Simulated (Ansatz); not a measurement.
```
CELL_PARAMETERS angstrom
     13.50000     0.00000     0.00000
      0.00000    13.50000     0.00000
      0.00000     0.00000     4.53975
ATOMIC_POSITIONS crystal
  Ca 0.41425 0.41425 0.00000
  O  0.41722 0.41722 0.50000
  O  0.41722 0.58278 0.00000
  Ca 0.41425 0.58575 0.50000
  O  0.58278 0.41722 0.00000
  Ca 0.58575 0.41425 0.50000
  Ca 0.58575 0.58575 0.00000
  O  0.58278 0.58278 0.50000
```

Level of theory: PBE (plane waves to 420 eV, PAW; Ansatz, an electronic-structure program). Mesh 1×1×66. No spin polarisation. Periodic along z alone, with about 11 Å of vacuum beside it. A hypothetical model. Only distortions within the start's symmetry and period were free.

Problem. Tabulate the two highest filled and two lowest empty levels along the axis, from the valence top.

Solution. 
```
k (2π/c)  v2 (eV)  v1 (eV)  c1 (eV)  c2 (eV)
--------  -------  -------  -------  -------
0.000       -0.36     0.00     2.32        –
0.042       -0.38    -0.03     2.33        –
0.083       -0.43    -0.13     2.37        –
0.125       -0.50    -0.27     2.44        –
0.167       -0.58    -0.44     2.52        –
0.208       -0.65    -0.63     2.63        –
0.250       -0.69    -0.69        –        –
0.292       -0.72    -0.72        –        –
0.333       -0.74    -0.74        –        –
0.375       -0.76    -0.76        –        –
0.417       -0.78    -0.78        –        –
0.458       -0.78    -0.78        –        –
0.500       -0.79    -0.79        –        –
```
A dash stands for levels within 1 eV of the vacuum level or above it.
